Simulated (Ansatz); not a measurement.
# Response to strain in ScAl3

Start from ScAl3 in the Cu3Au type structure (space group Pm-3m, No. 221; a = 4.072 Å; relaxed with 0.1 eV smearing). Axes: x, y, z lie along the cube axes.

Strains are applied to the cell and any free atomic positions relax; under biaxial strain the out-of-plane vector relaxes too.

All numbers come from PBEsol in Ansatz (plane waves to 420 eV, PAW, spin-orbit coupling left out).

Notes on the quantities. energy relative to the base: free energy F.

| biaxial strain, plane normal [001], relaxed out of plane (%) | energy relative to the base (meV/atom) |
|---|---|
| 0 | 0.0 |
| 0.6 | 0.8 |
| 1.2 | 3.1 |
| 1.8 | ? |
| 2.4 | 12.0 |
| 3 | 18.4 |

Fit ΔE = Aε² + Bε³ (ε in %) to the rows shown and predict the withheld row.

Least squares on the printed values gives A = 2.23 and B = -0.063 meV/atom (largest residual 0.0 meV/atom); this predicts 6.9 meV/atom, and the run gives 6.9 meV/atom, in agreement.

Stability against distortions was not tested. All final runs are without spin polarisation.

Ansatz is a quantum-chemistry and plane-wave program.
